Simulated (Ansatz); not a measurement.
Take CdSe in the wurtzite structure (space group P6_3mc, No. 186; a = 4.302 Å, c = 7.021 Å) as the base.

Now apply this change: full substitution Se → S, then cell and atoms are relaxed.

Levels (all Ansatz, a quantum-chemistry and plane-wave program, PAW, earlier PAW set): PBEsol (420 eV, no spin-orbit coupling); HSE06 (420 eV, without spin-orbit coupling).

The geometry is relaxed with PBEsol.

PBEsol lowest conduction level above the VBM at special points: Γ 1.09 eV; A 2.75 eV; L 3.36 eV

### Question
How does going to HSE06 change the lowest conduction level above the VBM at special points?

### Answer
The lowest conduction level above the VBM at special points changes from Γ 1.09 eV; A 2.75 eV; L 3.36 eV to Γ 2.26 eV; A 3.95 eV; L 4.52 eV.

Single points use the geometry relaxed with PBEsol. The levels and masses belong to the bands next to the band gap. Stability against distortions was not tested.
